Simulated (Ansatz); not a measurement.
# ZrN, pressure series

The reference is ZrN in the rock salt structure (space group Fm-3m, No. 225; a = 4.595 Å).

Cell and atoms are relaxed at each pressure.

The values are results of PBE (Ansatz, a quantum-chemistry and plane-wave program, PAW, no spin-orbit coupling), not measurements.

Notes on the quantities. enthalpy: H = E + PV relative to the base's energy.

```
variant            shortest interatomic distance       enthalpy
-----------------  -----------------------------  -------------
base                                    229.7 pm              –
pressure −2 GPa                         230.4 pm  -0.15 eV/atom
pressure −1 GPa                         230.0 pm  -0.08 eV/atom
pressure 0.9 GPa                        229.5 pm  +0.07 eV/atom
pressure 2.1 GPa                        229.1 pm  +0.16 eV/atom
pressure 4.5 GPa                        228.4 pm  +0.34 eV/atom
pressure 9 GPa                          227.2 pm  +0.67 eV/atom
pressure 15 GPa                         225.7 pm  +1.10 eV/atom
pressure 22.5 GPa                       223.9 pm  +1.64 eV/atom
pressure 30 GPa                         222.4 pm  +2.16 eV/atom
```

Load acts through the strain it causes; cell and atoms are relaxed under it. No phonon test of stability was made. Competing high-pressure phases were not computed. All final runs are without spin polarisation. An odd electron count without spin: ZrN.
